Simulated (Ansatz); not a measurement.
The reference is Ru in the hcp (Mg type) structure (space group P6_3/mmc, No. 194; a = 2.691 Å, c = 4.249 Å; relaxed with 0.1 eV smearing). Axes: x lies along a and z along c of the hexagonal cell.

The values are results of Ansatz (a first-principles code) PBEsol, without spin-orbit coupling, not measurements.

Strains are applied to the cell and any free atomic positions relax.

One change was made to it. Results:

```json
[
 {"quantity": "shortest interatomic distance", "base": "2.632 Å", "after": "2.636 Å"},
 {"quantity": "pressure (mean of the normal stresses, compression positive)", "base": "0.0 GPa", "after": "-6.3 GPa"}
]
```

Problem. Name the change that was made.
A) uniaxial strain ε_xx = −1.00 %
B) uniaxial strain ε_xx = +2.50 %
C) uniaxial strain ε_xx = +3.00 %
D) uniaxial strain ε_xx = −2.50 %
E) uniaxial strain ε_xx = +2.00 %

Solution. E, uniaxial strain ε_xx = +2.00 %. For comparison, the pressure in the other runs: uniaxial strain ε_xx = +3.00 % gives -9.1 GPa; uniaxial strain ε_xx = −1.00 % gives 3.5 GPa; uniaxial strain ε_xx = +2.50 % gives -7.7 GPa; uniaxial strain ε_xx = −2.50 % gives 9.3 GPa.

No phonon test of stability was made. All final runs are without spin polarisation.
